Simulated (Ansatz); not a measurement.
For BPt2 (P6₃/mmc, No. 194; structure not from a measured cell), LDA (PAW; Ansatz, a quantum-chemistry and plane-wave program) gives:

```
Quantity                Value
-------------------  --------
lattice parameter a   2.879 Å
c axis length        10.285 Å
```

Question: What does r²SCAN-D4 (Ansatz, PAW) give for the same quantities?

Answer: 
- lattice constant a: 2.917 Å (goes up by 1.3 %)
- lattice parameter c: 10.316 Å (goes up by 0.3 %)

Changes are worked out from the printed values.

Unless a cell is named, each level is at its own relaxed cell (LDA 12.31, r²SCAN-D4 12.67 Å³/atom).

Levels without +SOC leave out spin–orbit coupling, which shifts energies and cells of such heavy elements.

Caveats: the relaxation could not lower the start's symmetry, so the cell can be a saddle point above a distorted one (LDA, r²SCAN-D4). Ansatz's density-functional and Hartree–Fock values are scalar-relativistic unless marked +SOC, with PAW data made under PBE.
